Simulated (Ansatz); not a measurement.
**Worked example: self-consistent single point of As (R-3m, 2 atoms in the cell) in Ansatz (a program for electronic structure)**

Method of the run: PBE (plane waves, PAW; Ansatz).

This input was run:

Ansatz 0.2 input:
```yaml
# As
crystal:
  lattice:
    - [3.69876600, -1.88940000, 0.00000000]
    - [3.69876600, 1.88940000, 0.00000000]
    - [2.73362400, 0.00000000, 3.12697900]
  atoms:
    - { symbol: As, position: [0.23171600, 0.23171600, 0.23171600] }
    - { symbol: As, position: [0.77300000, 0.77300000, 0.77300000] }
basis:
  ecutwfc: 420.0 eV
kpoints:
  mp_grid: { grid: [11, 11, 11] }
hamiltonian:
  xc: pbe
  pseudopotentials: { kind: paw }
scf:
  occupations: { method: fermi_dirac, width: 0.1 eV }
output:
  forces: true
  eigenvalues: true
  stress: true
```

The program printed (abridged):

```
WARN ansatz: RAYON_NUM_THREADS=1 ignored (pool sized by the plan → 1); use --threads N
Pseudopotentials: kind: paw
Pseudopotential: As, paw, valence charge 15
Crystal: 2 atoms, lattice volume = 43.705 Å³
Basis set: ecut = 420 eV, 851 PW (Γ), exchange–correlation on 60×60×60 points (8 copies of the dense FFT grid, shifted against one another)
Bands: 19, of which v1, the nominal top of the filled ones, is band 15 counted from 1 (14 counted from 0)
Symmetry: 12 space group operations
Space group: R-3m (ITA 166), of the structure as read, at distance tolerance 3.5e-5 Å
k-points: 146 of 1331
Initial density: superposition of atomic densities (neutral atoms: chi_scale 0, normalization atom), corrected by the library's trained network
Initial wavefunctions: pseudopotential atomic-orbital guess
Eigensolver: davidson
Functional: x = pbe(κ = 0.804, μ = 0.2195149727645171), c = pbe(β = 0.06672455060314922)
SCF iter   1: F=—  HF=-9712.267644 eV  |F-HF|=—  |Δ(HF+E_count)|=         —  Δρ=1.59e-3  dr2=1.06e-3  ethr=1.77e-3  ⟨swp⟩=5.4  Hψ=12803  notcnv=0
all-band conjugate gradients solve this SCF's bands
preconditioner: auto → Kerker (q_TF=auto, 2.562 Å⁻¹)
SCF iter   2: F=—  HF=-9712.267450 eV  |F-HF|=—  |Δ(HF+E_count)|=   1.94e-4  Δρ=9.36e-4  dr2=3.59e-4  ethr=3.54e-6  ⟨swp⟩=2.1  Hψ=5592  notcnv=0
SCF iter   3: F=—  HF=-9712.267546 eV  |F-HF|=—  |Δ(HF+E_count)|=   9.61e-5  Δρ=2.72e-4  dr2=4.13e-5  ethr=1.20e-6  ⟨swp⟩=2.0  Hψ=4967  notcnv=0
SCF iter   4: F=—  HF=-9712.267524 eV  |F-HF|=—  |Δ(HF+E_count)|=   2.19e-5  Δρ=1.20e-4  dr2=7.35e-6  ethr=1.38e-7  ⟨swp⟩=2.0  Hψ=4968  notcnv=0
SCF iter   5: F=—  HF=-9712.267524 eV  |F-HF|=—  |Δ(HF+E_count)|=   9.52e-7  Δρ=4.20e-5  dr2=8.98e-7  ethr=2.45e-8  ⟨swp⟩=2.0  Hψ=4968  notcnv=0
SCF iter   6: F=—  HF=-9712.267523 eV  |F-HF|=—  |Δ(HF+E_count)|=   1.00e-6  Δρ=1.74e-5  dr2=1.72e-7  ethr=2.99e-9  ⟨swp⟩=2.0  Hψ=4967  notcnv=0
SCF iter   7: F=-9712.267523 eV  HF=-9712.267523 eV  |F-HF|=7.37e-9  |Δ(HF+E_count)|=   3.26e-8  Δρ=4.38e-6  dr2=1.24e-8  ethr=3.33e-10  ⟨swp⟩=4.9  Hψ=11178  notcnv=0
SCF 1 converged in 7 iterations: F = -9712.267523 eV  dr2 = 1.24e-8
SCF converged after 7 iterations
Free energy (F): -9712.267523 eV
Harris-Foulkes:  -9712.267523 eV  (|F-HF|=7.37e-9)
Internal energy: -9712.259980 eV  (E = F + TS)
E sigma→0 (E₀):  -9712.263751 eV
Entropy (-TS):   -0.007543 eV (-3.771 meV/atom)
Fermi energy:    10.561594 eV
--- Per-component energies (eV) ---
  E_band       = -472.824174
  E_kinetic    = 204.426585
  E_local      = -3345.488804  (includes V_loc(G=0)·N_el)
  E_nonlocal   = -1341.482479
  E_hartree    = 1850.912562
  E_xc         = -158.290428
  E_vxc        = -158.197572  (∫ρ·V_xc dr)
  E_paw        = -3669.092907  (= ΣΔE_a)
  E_vpaw       = 466.090180  (= ΣTr[D̂ρ^β])
  E_aug_tail   = 0.000018  (compensation charges beyond the density's cutoff)
  E_ewald      = -3253.244526
  E_smearing   = -0.007543  (= −TS)
  E_closure    = -0.000000  (closes the sum)
  Σ components = -9712.267523   (vs F -9712.267523, Δ=0.00e0)
--- Forces (eV/Å), atoms counted from 1 ---
  atom   1  As    -0.24250777     0.00000000    -0.07484999
  atom   2  As     0.24250777     0.00000000     0.07484999
  max |Σ_I F_I| component: 1.39e-17 eV/Å
--- Stress (GPa, compression-positive) ---
        0.091256       0.000000      -0.372797
        0.000000       1.299087       0.000000
       -0.372797       0.000000       1.184023
  P = ⅓ Tr σ = 0.8581 GPa (8.581 kbar)
  The stress holds the Pulay correction. Without it, at fixed plane waves, as pw.x and ABINIT print it: P = 0.8359 GPa
--- Band table (eV; the first three rows and the last of 146) ---
  k-point 0: bands = ["-25.7699", "-25.7699", "-25.7297", "-25.7297", "-25.7060", "-25.6709", "-25.6709", "-25.6595", "-25.6290", "-25.6290", "-4.3139", "4.5315", "7.8770", "8.6660", "8.6660", "12.4926", "13.4717", "13.4717", "17.3250"]
  k-point 1: bands = ["-25.7688", "-25.7676", "-25.7290", "-25.7282", "-25.7053", "-25.6719", "-25.6712", "-25.6607", "-25.6312", "-25.6303", "-4.2046", "4.1806", "7.9496", "8.5764", "8.5941", "12.6461", "13.2084", "13.3284", "16.6458"]
  k-point 2: bands = ["-25.7659", "-25.7610", "-25.7270", "-25.7240", "-25.7033", "-25.6749", "-25.6723", "-25.6642", "-25.6371", "-25.6336", "-3.8787", "3.2777", "7.9034", "8.4195", "8.6911", "12.3206", "12.8160", "12.9037", "16.3633"]
  k-point 145: bands = ["-25.7562", "-25.7550", "-25.7242", "-25.7234", "-25.7007", "-25.6746", "-25.6739", "-25.6644", "-25.6456", "-25.6445", "-2.8507", "0.3903", "7.7069", "8.6911", "10.2858", "11.3867", "11.5914", "13.1831", "18.3366"]
```

The run converged in 7 iterations.

The starting cell has typed, rounded lattice constants, without a prior relaxation at this level. Its lattice was rescaled by up to half a per cent. One atom was moved a little off its site on purpose. Ansatz's pressure includes its estimate of the finite-basis (Pulay) stress.
